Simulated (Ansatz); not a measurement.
Re (model structure, Im-3m, No. 229, 1 atom in the cell), treated with LDA (plane waves, PAW; Ansatz, a first-principles code).

Run with plane-wave cutoff 520 eV, 24×24×24 k mesh, Fermi–Dirac smearing 0.05 eV, no spin polarisation, scalar-relativistic PAW data made under PBE.

Cell (relaxed at this level):

```
CELL_PARAMETERS angstrom
     -1.53476     1.53476     1.53476
      1.53476    -1.53476     1.53476
      1.53476     1.53476    -1.53476
ATOMIC_POSITIONS crystal
  Re 0.00000 0.00000 0.00000
```

Q: Predict the bulk modulus.

A: 
- bulk modulus = 397 GPa

Note: the run has no spin polarisation, so it can have missed a magnetic state; the bulk modulus is −V dP/dV from two relaxed cells at ±2 % in volume; the relaxation could raise the start's symmetry but not lower it, so the cell can be a saddle point.

Spin–orbit coupling is not included.

Static lattice: no zero-point or thermal effects.

Computing time: very roughly 40 core-seconds.

A model structure was made by putting elements into a prototype or built by hand; it is no filed structure, need not be a known phase, and can be a saddle point held by its symmetry.
